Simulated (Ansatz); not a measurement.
The reference is KF in the rock salt structure (space group Fm-3m, No. 225; a = 5.318 Å). Axes: x, y, z lie along the cube axes.

Level of theory: DFT with r2SCAN, PAW potentials and a 500 eV plane-wave cutoff in Ansatz (a first-principles code), no spin-orbit coupling.

The change: a free-standing slab of 5 layers (10 atoms, 2 a layer) is cut normal to the z axis, with 15 Å of vacuum and the in-plane cell held at bulk.

What happens to the change of the spacing d12 from its bulk value of 2.659 Å?

The change of the spacing d12 from its bulk value of 2.659 Å comes out as -0.9 %.

What happens to the gap character?

The gap character amounts to direct at Γ.

What happens to the excess energy per area of both faces?

The excess energy per area of both faces (slab less bulk energy over the cell's area: twice a surface energy) comes out as 0.46 J/m².

The excess energy carries the mismatch between the slab's and the bulk's meshes. Stability against distortions was not tested. Labels are those of the standard path for the cell's own space group.
